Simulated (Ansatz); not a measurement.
A calculation on rock-salt VN (cubic form, which distorts at low temperature) returned lattice constant a 4.073 Å, bulk modulus 343 GPa.

For reference: lattice constant a 4.136 Å (measured, room temperature, no zero-point or thermal correction; as tabulated in Friedrich, Winkler, Juarez-Arellano, Bayarjargal, Materials 4, 1648 (2011)); bulk modulus 265 ± 5 GPa (measured, room temperature, not corrected to a static lattice, our sources range from 265 to 300; as tabulated in Synthesis of Binary Transition Metal Nitrides, Carbides and Borides from the …).

### Question
Which level of theory produced these numbers?
A. LDA (Ansatz, a program for electronic structure)
B. RPBE (Ansatz)
C. PBE (Ansatz)
D. PBEsol (Ansatz)

### Answer
D, PBEsol (Ansatz)

The others give: LDA 4.042 Å, 366 GPa; RPBE 4.142 Å, 296 GPa; PBE 4.117 Å, 314 GPa.

Unless a cell is named, each level is at its own relaxed cell (LDA 8.26, PBE 8.72, PBEsol 8.45, RPBE 8.88 Å³/atom).

The crystal itself was run without spin with LDA, RPBE, PBE, PBEsol; a magnetic state was not tried in these runs.

Caveats: symmetry holds this phase in the static calculation, where it need not be a minimum (LDA, RPBE, PBE, PBEsol). Ansatz's density-functional and Hartree–Fock values are scalar-relativistic unless marked +SOC, with PAW data made under PBE.
